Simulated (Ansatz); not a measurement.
A user runs Ansatz (a first-principles code) on Ir₃S₈ (R-3, 11 atoms in the cell) and asks whether the run is sound. The aim is a self-consistent single point with DFT, LDA (PW92), plane waves, default PAW files made with PBE.

Cell that was meant: a = 5.5883 Å, b = 5.5883 Å, c = 5.5883 Å, α = 89.26°, β = 89.26°, γ = 89.26°.

Part of the input:

Ansatz 0.2 input:
```yaml
scf:
  occupations:
    method: gaussian
    width: 0.1 Ry
output:
  forces: true
  eigenvalues: true
```

Output, abridged:

```
WARN ansatz: RAYON_NUM_THREADS=1 ignored (pool sized by the plan → 1); use --threads N
   [... lines left out ...]
PAW frozen core: S, regenerated for the run's functional, and the local potential with it
Initial density: superposition of atomic densities (neutral atoms: chi_scale 0, normalization atom), corrected by the library's trained network
Initial wavefunctions: pseudopotential atomic-orbital guess
Eigensolver: davidson
Functional: x = slater, c = lda
SCF iter   1: F=—  HF=-41952.911887 eV  |F-HF|=—  |Δ(HF+E_count)|=         —  Δρ=1.24e-2  dr2=2.56e-1  ethr=1.77e-3  ⟨swp⟩=6.5  Hψ=11766  notcnv=0
all-band conjugate gradients solve this SCF's bands
preconditioner: auto → Kerker (q_TF=auto, 2.482 Å⁻¹)
SCF iter   2: F=—  HF=-41952.873612 eV  |F-HF|=—  |Δ(HF+E_count)|=   3.83e-2  Δρ=6.63e-3  dr2=8.53e-2  ethr=2.58e-4  ⟨swp⟩=1.0  Hψ=3240  notcnv=0
   [... lines left out ...]
SCF iter   6: F=—  HF=-41952.853704 eV  |F-HF|=—  |Δ(HF+E_count)|=   1.27e-5  Δρ=3.53e-5  dr2=6.56e-6  ethr=6.69e-8  ⟨swp⟩=2.7  Hψ=4113  notcnv=0
SCF iter   7: F=—  HF=-41952.853703 eV  |F-HF|=—  |Δ(HF+E_count)|=   1.06e-6  Δρ=1.03e-5  dr2=3.52e-7  ethr=6.62e-9  ⟨swp⟩=2.0  Hψ=3703  notcnv=0
SCF iter   8: F=-41952.853703 eV  HF=-41952.853703 eV  |F-HF|=5.95e-9  |Δ(HF+E_count)|=   2.22e-8  Δρ=2.81e-6  dr2=2.14e-8  ethr=1.01e-10  ⟨swp⟩=10.4  Hψ=11730  notcnv=0
SCF 1 converged in 8 iterations: F = -41952.853703 eV  dr2 = 2.14e-8
Free energy (F): -41952.853703 eV
Internal energy: -41949.723311 eV  (E = F + TS)
E sigma→0 (E₀):  -41951.288507 eV
Entropy (-TS):   -3.130392 eV (-284.581 meV/atom)
Fermi energy:    13.058051 eV
--- Forces (eV/Å), atoms counted from 1 ---
  atom   1  Ir     0.00000000    -0.00000000     0.00000000
  atom   2  Ir    -0.00000000     0.00000000    -0.00000000
  atom   3  Ir     0.00000000     0.00000000    -0.00000000
  atom   4  S      0.14297959    -0.44480826    -0.30187753
  atom   5  S     -0.14297959     0.44480826     0.30187753
  atom   6  S      0.31372546     0.34622809    -0.30187753
  atom   7  S     -0.31372546    -0.34622809     0.30187753
   [... lines left out ...]
  atom  11  S      0.00000000     0.00000000     0.45244814
--- Stress (GPa, compression-positive) ---
        5.532241       0.000000       0.000000
       -0.000000       5.532241       0.000000
        0.000000       0.000000       1.770859
  P = ⅓ Tr σ = 4.2784 GPa (42.784 kbar)
  The stress holds the Pulay correction. Without it, at fixed plane waves, as pw.x and ABINIT print it: P = 4.2494 GPa
```

Q: Can these results be used? Check the input.

A: The run is not sound. The fault is a smearing width that is far too large. A width of many tenths of an electronvolt moves electrons far across the Fermi level or the gap, and the free energy and its derivatives carry a large smearing term. To fix it, use a width small against the gap or band features. The run converged in 8 iterations without an error; against the sound input the free energy falls by 117 meV/atom, the pressure goes from 2.21 to 4.28 GPa and the largest force goes from 0.605 to 0.556 eV/Å.

An input that runs soundly differs in these lines (not the only fix; some lines may just follow from the change or write a value another way):
```diff
-    width: 0.1 Ry
+    width: 0.0073 Ry
```

With that input, the run converged in 8 iterations: free energy E − TS (on the zero of these files) -41951.5658 eV; Fermi level (on the code's own zero) 13.34 eV; pressure 2.21 GPa; largest force (vector length) 0.605 eV/Å (DFT, LDA (PW92), plane waves, default PAW files made with PBE).

On the sound input: the starting cell comes from a database of computed structures (which also holds hypothetical and non-ambient phases and stackings), without a prior relaxation at this level. Its lattice was rescaled by a random factor within 2.5 % of one. Spin polarisation is off; with an odd number of electrons in the cell that forces a metal, and a magnetic state may lie lower. Ansatz's pressure includes its estimate of the finite-basis (Pulay) stress.
